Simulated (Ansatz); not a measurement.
## The (201) surface of litharge SnO in its 1x1 cell (cut with top plane Sn, bottom plane Sn), relaxed from an ideal cut (the real face may reconstruct), outermost plane spacing 0.91 Å in the ideal cut (one of several cuts of this face), with 2 Sn a cell over the bulk's ratio

All values below come from PBE with D3(BJ) dispersion (plane waves to 420 eV, PAW; Ansatz, a program for electronic structure).

Model: 26-atom slab, O12Sn14, 11.6 Å thick at the start, 7x3x1 mesh, Fermi-Dirac 0.025 eV, dipole correction, all atoms relaxed; held to the start's symmetry, so lower structures may exist; no spin (no spin-polarised run to compare, though such a face may carry moments), no spin-orbit, no U. The slab shows no gap over 0.04 eV on its mesh.

```json
{
 "work_function_of_the_top_face": "3.69 eV",
 "energy_released_by_relaxation": "0.41 eV",
 "cost": "roughly 12 core-minutes"
}
```
